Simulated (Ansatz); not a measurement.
## Fermi-surface data of CoAl (Pm-3m)

Input:

```
AlCo
1.0
    2.82245     0.00000     0.00000
    0.00000     2.82245     0.00000
    0.00000     0.00000     2.82245
Al Co
1 1
Direct
  0.00000   0.00000   0.00000
  0.50000   0.50000   0.50000
```

Level of theory: PBEsol, rigid bands (plane waves, PAW, scalar-relativistic; Ansatz, an electronic-structure program). Geometry: cell and atoms relaxed with PBEsol.

The density of states at the Fermi level is 0.676 states/(eV·cell), both spins, the bare Sommerfeld coefficient is 0.80 mJ/(mol of atoms·K²) and the drude plasma energy is 4.0 eV. The root-mean-square Fermi velocity comes out as 4.6e5 m/s. The resistivity times τ comes out as 30 ×10⁻²² Ω·m·s.

A metal at this level (no band gap); rigid bands, thermally averaged at 300 K, both spins. Spin-orbit coupling is left out. τ is one relaxation time for all states.

Treated as nonmagnetic (a ferromagnetic start lost its moment, other orders weren't tried): CoAl (Pm-3m).
